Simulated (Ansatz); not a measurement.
Au under a change: uniaxial strain ε_zz = −0.50 %

The reference is Au in the fcc (Cu type) structure (space group Fm-3m, No. 225; a = 4.0477 Å; relaxed with 0.1 eV smearing). Axes: x, y, z lie along the cube axes.

It is then changed as follows: the cell is compressed by 0.50 % along z with no lateral relaxation, atoms relaxed at fixed cell.

Level of theory: LDA (Ansatz, a first-principles code; PAW; 420 eV plane waves; no spin-orbit coupling). Γ-centred 28×28×28 mesh, Fermi–Dirac width 0.1 eV.

| quantity | base | changed | shift |
|---|---|---|---|
| volume per atom | 16.58 Å³ | 16.50 Å³ | -0.08 Å³ |
| space group | Fm-3m (No. 225) | I4/mmm (No. 139) | – |
| shortest interatomic distance | 2.862 Å | 2.855 Å | -0.007 Å |
| energy relative to the base (free energy F) | 0 meV/atom | +0.3 meV/atom | +0.3 meV/atom |
| pressure (mean of the normal stresses, compression positive) | 0.0 GPa | 1.0 GPa | +1.0 GPa |
| band gap | zero | zero | – |
| stress (xx, yy, zz, yz, xz, xy; compression positive) | – | (0.9, 0.9, 1.1, 0.0, 0.0, 0.0) GPa | – |

Whether these cells are dynamically stable was not tested.
